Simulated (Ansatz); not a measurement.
HfC (model structure, within 0.1 Å of P6₃/mmc, No. 194, 4 atoms in the cell) was calculated with PBEsol (Ansatz, a program for electronic structure, plane waves, PAW).

Excerpt of the program's output:

```
Relaxation: its limit of steps is 80 (relax.max_steps)
Crystal: 4 atoms, lattice volume = 56.838 Å³
Basis set: ecut = 520 eV, 1499 PW (Γ), exchange–correlation on 60×60×72 points (8 copies of the dense FFT grid, shifted against one another)
Bands: 36, of which v1, the nominal top of the filled ones, is band 30 counted from 1 (29 counted from 0)
Symmetry: 12 space group operations
Space group: P63mc (ITA 186), of the structure as read, at distance tolerance 3.8e-5 Å
k-points: 76 of 864 (time reversal used)
Functional: x = pbesol(κ = 0.804, μ = 0.12345679012345678), c = pbesol(β = 0.046)
SCF iter   1: F=—  HF=-31692.137572 eV  |F-HF|=—  |Δ(HF+E_count)|=         —  Δρ=9.52e-3  dr2=6.06e-2
SCF iter   2: F=—  HF=-31692.122928 eV  |F-HF|=—  |Δ(HF+E_count)|=   1.46e-2  Δρ=2.65e-3  dr2=2.80e-3
  ...
SCF 1 converged in 6 iterations: F = -31692.122513 eV  dr2 = 8.95e-8
Crystal: 4 atoms, lattice volume = 56.838 Å³
Basis set: ecut = 520 eV, 1511 PW (Γ), exchange–correlation on 60×60×72 points (8 copies of the dense FFT grid, shifted against one another)
Initial density: handed on by an earlier stage of this run
SCF 2 converged in 3 iterations: F = -31692.122759 eV  dr2 = 1.38e-7
Crystal: 4 atoms, lattice volume = 56.838 Å³
SCF iter   4: F=—  HF=-31692.122759 eV  |F-HF|=—  |Δ(HF+E_count)|=   3.12e-9  Δρ=5.85e-7  dr2=8.80e-11
SCF iter   5: F=-31692.122759 eV  HF=-31692.122759 eV  |F-HF|=1.09e-11  |Δ(HF+E_count)|=  4.37e-11  Δρ=1.14e-7  dr2=5.49e-12
SCF 3 converged in 5 iterations: F = -31692.122759 eV  dr2 = 5.49e-12
SCF converged after 5 iterations
Free energy (F): -31692.122759 eV
Internal energy: -31692.122426 eV  (E = F + TS)
E sigma→0 (E₀):  -31692.122593 eV
Fermi energy:    17.045209 eV
--- Forces (eV/Å), atoms counted from 1 ---
  atom   1  Hf     0.00000000     0.00000000    -0.00350745
  atom   2  Hf    -0.00000000     0.00000000    -0.00350745
  atom   3  C      0.00000000     0.00000000     0.00350921
  atom   4  C     -0.00000000     0.00000000     0.00350921
--- Stress (GPa, compression-positive) ---
        4.038236      -0.000000       0.000000
        0.000000       4.038236      -0.000000
        0.000000       0.000000       4.012414
  P = ⅓ Tr σ = 4.0296 GPa (40.296 kbar)
```

**Question.** Write an input file that could have produced this run (the log leaves some choices open).

**Answer.** This is not unique; one that fits is 
Ansatz 0.2 input:
```yaml
crystal:
  lattice:
    - [3.7894678684, 0.0, 0.0]
    - [-1.8947339342, 3.2817754408, 0.0]
    - [0.0, 0.0, 4.570365837]
  atoms:
    - { symbol: Hf, position: [0.3333333333, 0.6666666667, -0.0583382364] }
    - { symbol: Hf, position: [0.6666666667, 0.3333333333, 0.4416617636] }
    - { symbol: C, position: [0.3333333333, 0.6666666667, 0.4333382364] }
    - { symbol: C, position: [0.6666666667, 0.3333333333, 0.9333382364] }
basis:
  ecutwfc: 520
  ecutrho_ratio: 4
  xc_grid: 2
kpoints:
  mp_grid: { grid: [12, 12, 6] }
hamiltonian:
  xc: pbesol
  dispersion: none
  pseudopotentials: { kind: paw }
scf:
  occupations: { method: fermi_dirac, width: 0.01 }
output:
  forces: true
  stress: true
  eigenvalues: true
relax:
  f_tol: 0.004
  escape_saddle: false
  max_steps: 80
  cell: { stress_tol: 0.02, fix: [volume] }
```

The cell is one volume of an energy–volume scan, off the minimum.

The PAW data were made under PBE.

A model structure was made by putting elements into a prototype or built by hand; it is no filed structure, need not be a known phase, and can be a saddle point held by its symmetry.
